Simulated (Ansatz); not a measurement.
For LiCd (Fd-3m), PBEsol, DFPT electron-phonon coupling, linearised Boltzmann equation run with Ansatz (a quantum-chemistry and plane-wave program) gives a transport coupling λ_tr = 0.380 and a Drude plasma energy ħω_p = 7.34 eV.

Question: Estimate the resistivity at 300 K from the high-temperature formula ρ = 2π λ_tr k_B T / (ħ ε₀ ω_p²), and say how the full Boltzmann solution compares.

Answer: The scattering rate is 1/τ = 2π λ_tr k_B T/ħ = 9.38e13 s⁻¹ and ω_p = 1.12e16 s⁻¹, so ρ ≈ 8.52 μΩ·cm. The Boltzmann solution gives 8.01 μΩ·cm, 0.94 times the estimate.

A metal at this level (no band gap). Only scattering by harmonic phonons is included (no impurities, grain boundaries, electron-electron scattering or thermal expansion). Spin-orbit coupling is left out. Halving the electron mesh (24x24x24) moves the resistivity by up to 4 % at 300 K, the coupling by up to 2 %. Smearing 0.20 eV; phonons on a 4x4x4 q mesh, which this run doesn't test.

Computed structure, not matched to a measured one here, so possibly hypothetical: LiCd (Fd-3m).
